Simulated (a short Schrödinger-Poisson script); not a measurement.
# MOS inversion layer, SiO2 on p-type Si(100)

Structure: MOS inversion layer, SiO2 on p-type Si(100), at 300 K.

```tsv
layer	material	thickness (nm)	Na (cm⁻³)
1	SiO2	1	-
2	Si	630	4.6e17
```

The device is made up for the run: typed textbook-type constants, with dimensions and the other settings drawn at random. SiO2: permittivity 3.9, conduction-band edge (eV) 3.15, gap (eV) 9, electron mass (mₑ) 0.5. Si: permittivity 11.7, conduction-band edge (eV) 0, gap (eV) 1.124, Nv at 300 K (cm⁻³) 3.1e19.

Channel valleys (confinement mass, in-plane density-of-states mass, number): Δ2 0.916, 0.19, 2; Δ4 0.19, 0.417, 4. At the gate the conduction-band edge of layer 1 lies 3.16 eV − eVg above the Fermi level of the channel; the field vanishes at the back. Gaps are held at their typed values at every temperature. Mesh 0.03 nm at interfaces.

From a short Schrödinger-Poisson script (our own, NumPy): 1D Poisson equation in equilibrium, electrons quantum, Hartree (BenDaniel-Duke, 12 states a valley, the channel's in-plane mass for all, wave functions ending at the dielectric), parabolic valleys, classical holes, full ionisation, no traps, pinning or gate leakage.

| Vg (V) | electrons (cm⁻²) | C (μF/cm²) | Δ2 E0 (meV) | Δ2 E1 (meV) | Δ4 E0 (meV) | Δ4 E1 (meV) |
|---|---|---|---|---|---|---|
| -0.2 | 2.61e6 | 0.221 | 382.8 | 440.2 | 435.7 | 529.5 |
| -0.15 | 1.46e7 | 0.214 | 337.7 | 396.6 | 392.0 | 488.2 |
| -0.1 | 8.20e7 | 0.208 | 292.5 | 352.7 | 348.0 | 446.6 |
| -0.05 | 4.65e8 | 0.205 | 247.2 | 308.7 | 303.9 | 404.7 |
| 0 | 2.64e9 | 0.211 | 201.8 | 264.6 | 259.7 | 362.7 |
| 0.05 | 1.47e10 | 0.266 | 157.0 | 220.9 | 216.0 | 321.0 |
| 0.1 | 7.36e10 | 0.512 | 114.8 | 180.1 | 175.1 | 282.1 |
| 0.15 | 2.67e11 | 1.03 | 80.5 | 147.7 | 142.7 | 251.6 |
| 0.2 | 6.38e11 | 1.49 | 56.6 | 126.2 | 121.2 | 231.9 |
| 0.25 | 1.14e12 | 1.78 | 40.0 | 112.3 | 107.5 | 219.6 |
| 0.3 | 1.71e12 | 1.96 | 27.5 | 102.7 | 98.0 | 211.6 |
| 0.35 | 2.34e12 | 2.08 | 17.4 | 95.5 | 90.9 | 205.8 |
| 0.4 | 2.99e12 | 2.16 | 8.9 | 89.9 | 85.4 | 201.5 |
| 0.45 | 3.68e12 | 2.23 | 1.5 | 85.2 | 80.9 | 198.1 |
| 0.5 | 4.38e12 | 2.28 | -5.3 | 81.3 | 77.1 | 195.3 |
| 0.55 | 5.09e12 | 2.32 | -11.5 | 77.9 | 73.8 | 193.0 |
| 0.6 | 5.82e12 | 2.35 | -17.2 | 74.8 | 70.8 | 191.0 |
| 0.65 | 6.56e12 | 2.38 | -22.7 | 72.0 | 68.2 | 189.3 |
| 0.7 | 7.30e12 | 2.41 | -27.9 | 69.5 | 65.7 | 187.7 |
| 0.75 | 8.06e12 | 2.43 | -32.9 | 67.1 | 63.5 | 186.3 |
| 0.8 | 8.82e12 | 2.45 | -37.7 | 64.9 | 61.3 | 185.0 |

Subbands count from the Fermi level.
